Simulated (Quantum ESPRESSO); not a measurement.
# Short convergence ladders for NbH (I4mm, 2 atoms in the cell)

```
NbH
1.0
   -1.59893     1.59893     1.97438
    1.59893    -1.59893     1.97438
    1.59893     1.59893    -1.97438
Nb H
1 1
Cartesian
  0.00000   0.00000   0.05000
  0.00000   0.00000   1.97438
```

Base method: PBEsol, PseudoDojo standard norm-conserving (PBESOL) pseudopotentials (plane waves; Quantum ESPRESSO).

Base settings: ecutwfc = 85 Ry; occupations = smearing; smearing = fd; degauss = 0.0073499 Ry; potentials = {Nb: Nb.upf, H: H.upf}; K_POINTS = automatic 6 6 6 0 0 0; conv_thr = 1e-09 Ry; mixing_beta = 0.3.

The count of work is k-points × plane waves × bands × iterations; it is no time. Core times come from one kind of shared machine, to one figure; runs under 30 s give none.

**The cutoff for other potential files**

Level: DFT, PBEsol, plane waves, SSSP 1.1.2 precision (PBE) pseudopotentials.

In this ladder: pseudopotentials = {Nb: Nb.pbe-spn-kjpaw_psl.0.3.0.UPF, H: H_ONCV_PBE-1.0.oncvpsp.upf}; input_dft = pbesol. Moved along: ecutrho.

The second cell is the first with its lattice scaled by 0.98.

The mesh stays at the base's, so the ladder's end is converged at best in this setting alone.

Only quantities that move along the ladder and can be compared are tabulated.

```csv
ecutwfc,free energy less the last step's (meV/atom),energy of the compressed cell less the first (meV/atom),pressure (GPa),count of work / last
34 Ry,65.38,8.78,-6.97,0.099
41 Ry,33.94,7.17,-5.39,0.13
52 Ry,12.30,6.69,-4.96,0.19
64 Ry,4.03,6.59,-4.53,0.26
75 Ry,2.01,6.53,-4.41,0.32
90 Ry,1.07,6.51,-4.37,0.42
112 Ry,0.33,6.51,-4.37,0.64
150 Ry,0.00,6.51,-4.36,1.0
```

Coarsest ecutwfc that holds the pressure within 0.2 GPa of the last step, with all finer ones: 64 Ry, at 0.26 of the last step's count of work; the step before is off by 0.61 GPa.

Coarsest ecutwfc that holds the energy of the compressed cell less the first within 0.2 meV/atom of the last step, with all finer ones: 52 Ry, at 0.19 of the last step's count of work; the step before is off by 0.67 meV/atom.

Coarsest ecutwfc that holds the free energy within 5 meV/atom of the last step, with all finer ones: 64 Ry, at 0.26 of the last step's count of work; the step before is off by 12 meV/atom.

The energy difference between the two cells stays within 1 meV/atom of the last step's from 41 Ry on, the total only from 112 Ry on: much of the error is common to both cells and cancels.

At the lowest cutoff the pressure lies 2.6 GPa under the last step's, the usual sign of Pulay stress in an incomplete plane-wave basis.

**The cutoff for other potential files**

Level: DFT, PBEsol, plane waves, GBRV 1.5 ultrasoft (PBESOL) pseudopotentials.

In this ladder: pseudopotentials = {Nb: nb_pbesol_v1.uspp.F.UPF, H: h_pbesol_v1.4.uspp.F.UPF}. Moved along: ecutrho.

The second cell is the first with its lattice scaled by 0.98.

The mesh stays at the base's, so the ladder's end is converged at best in this setting alone.

Only quantities that move along the ladder and can be compared are tabulated.

```tsv
ecutwfc	free energy less the last step's (meV/atom)	energy of the compressed cell less the first (meV/atom)	pressure (GPa)	count of work / last
18 Ry	134.40	6.48	-6.32	0.097
22 Ry	104.88	5.89	-7.17	0.15
28 Ry	29.57	5.14	-7.15	0.21
34 Ry	7.74	4.88	-4.96	0.28
40 Ry	6.70	4.83	-4.83	0.36
48 Ry	2.67	4.84	-4.97	0.47
60 Ry	0.75	4.83	-4.73	0.66
80 Ry	0.00	4.81	-4.74	1.0
```

Coarsest ecutwfc that holds the free energy within 2 meV/atom of the last step, with all finer ones: 60 Ry; the step before is off by 2.7 meV/atom.

Coarsest ecutwfc that holds the pressure within 1 GPa of the last step, with all finer ones: 34 Ry, at 0.28 of the last step's count of work; the step before is off by 2.4 GPa.

Coarsest ecutwfc that holds the energy of the compressed cell less the first within 0.2 meV/atom of the last step, with all finer ones: 34 Ry, at 0.28 of the last step's count of work; the step before is off by 0.33 meV/atom.

The energy difference between the two cells stays within 1 meV/atom of the last step's from 28 Ry on, the total only from 60 Ry on: much of the error is common to both cells and cancels.

At the lowest cutoff the pressure lies 1.6 GPa under the last step's, the usual sign of Pulay stress in an incomplete plane-wave basis.

**The relaxed cell against the cutoff**

On NbH (I4/mmm, 2 atoms in the cell): atoms on their sites.

In this ladder: calculation = vc-relax; tprnfor = default; tstress = default.

The mesh stays at the base's, so the ladder's end is converged at best in this setting alone.

Only quantities that move along the ladder and can be compared are tabulated.

| ecutwfc | relaxed volume (Å³/atom) | relaxation steps | core time / last (rough) |
|---|---|---|---|
| 42 Ry | 8.632 | 6 | – |
| 51 Ry | 9.255 | 5 | – |
| 59 Ry | 9.607 | 5 | 0.2 |
| 72 Ry | 9.836 | 5 | 0.2 |
| 85 Ry | 9.868 | 5 | 0.3 |
| 102 Ry | 9.868 | 5 | 0.3 |
| 128 Ry | 9.868 | 5 | 0.4 |
| 170 Ry | 9.868 | 5 | 1 |

Coarsest ecutwfc that holds the relaxed volume within 0.049 Å³/atom of the last step, with all finer ones: 72 Ry, at about 0.2 of the last step's time; the step before is off by 0.26 Å³/atom.

At the lowest cutoff the cell relaxes to a volume 13 % smaller than at the highest.

On the base run: the starting cell comes from a database of computed structures (which also holds hypothetical and non-ambient phases and stackings), without a prior relaxation at this level. Its lattice was rescaled by up to half a per cent. One atom was moved a little off its site on purpose. Spin polarisation is off. Without a gap this mesh is coarse (it stands for a supercell whose shortest vector is 18 Å).
